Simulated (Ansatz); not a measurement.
The parent structure is C in the graphite type structure (space group P6_3/mmc, No. 194; a = 2.458 Å, c = 6.563 Å; layered, stacked along the Cartesian z axis). Axes: x lies along a and z along c of the hexagonal cell.

Calculations: PBEsol-D3(BJ) (Ansatz, an electronic-structure program; PAW; 420 eV plane waves; spin-orbit coupling left out).

Modification: the cell is compressed by 1.01 % along x with no lateral relaxation; the atoms relax in the strained cell.

### Question
What happens to the energy relative to the base?

### Answer
The energy goes up by 3.1 meV/atom.

### Question
What does the calculation give for the largest internal atomic displacement after the change?

### Answer
The largest internal atomic displacement is 0.017 Å.

Stability against distortions was not tested.
